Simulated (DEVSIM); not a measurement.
Structure: illuminated InP p-on-n cell, one wavelength, at 300 K.

Layer 1 from the left is InP, thickness (μm) 0.120, Na (cm⁻³) 1.1e18, τn (s) 6.2e-10, τp (s) 1.4e-10, absorption coefficient (cm⁻¹) 29000. Layer 2 from the left is InP, thickness (μm) 2.20, Nd (cm⁻³) 1e16, τn (s) 2.2e-9, τp (s) 2.2e-9, absorption coefficient (cm⁻¹) 29000.

Left contact: ohmic, minority electron recombination velocity 3e5 cm/s. Right contact: ohmic, minority hole recombination velocity 3e6 cm/s. Voltage is applied to the left contact. Recombination: SRH at mid-gap, radiative, Auger. Light enters at the left, 1.3e18 photons cm⁻² s⁻¹, one pass, no reflection. Mobility is μmin + (μ − μmin)/(1 + (N/Nref)^α).

Constants are typed, rounded textbook-type inputs, not results; the design itself was drawn at random and stands for no fabricated device. Values at 300 K.

InP: gap (eV) 1.344, affinity (eV) 4.38, permittivity 12.5, Nc (cm⁻³) 5.7e17, Nv (cm⁻³) 1.1e19, μn (cm²/Vs) 5200, μp (cm²/Vs) 170, μn,min 400, μp,min 10, Nref,n 3e17, Nref,p 4.9e17, αn 0.47, αp 0.62, B (cm³/s) 1.2e-10, Cn (cm⁶/s) 9e-31, Cp (cm⁶/s) 9e-31.

DEVSIM, 1D drift-diffusion, Boltzmann statistics, complete ionisation; no tunnelling, impact ionisation, image-force lowering or self-heating.

Q: What does the simulation give for the fill factor, the share of generated pairs collected at short circuit, the largest field in the device at zero bias?

A: fill factor 0.80; share of generated pairs collected at short circuit 0.923; largest field in the device at zero bias 73000 V/cm.
